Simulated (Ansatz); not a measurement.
Candidates (primitive cells; geometry: cell and atoms relaxed with PBEsol):
A. AlP (F-43m), a = 3.8683 Å, b = 3.8683 Å, c = 3.8683 Å, α = 60.00°, β = 60.00°, γ = 60.00°
B. InP (F-43m), a = 4.157 Å, b = 4.157 Å, c = 4.157 Å, α = 60.00°, β = 60.00°, γ = 60.00°
C. BP (F-43m), a = 3.196 Å, b = 3.196 Å, c = 3.196 Å, α = 60.00°, β = 60.00°, γ = 60.00°

Task: Rank these by Seebeck coefficient, n-type 1e19 cm⁻³ (highest first), as Ansatz (a quantum-chemistry and plane-wave program) with HSE06 with spin-orbit coupling, rigid bands gives it.

Result: B (-61 μV/K), A (-260 μV/K), C (-331 μV/K)

Seebeck coefficients are for the stated density at 300 K, with one relaxation time for all states and whether or not that doping can be reached.
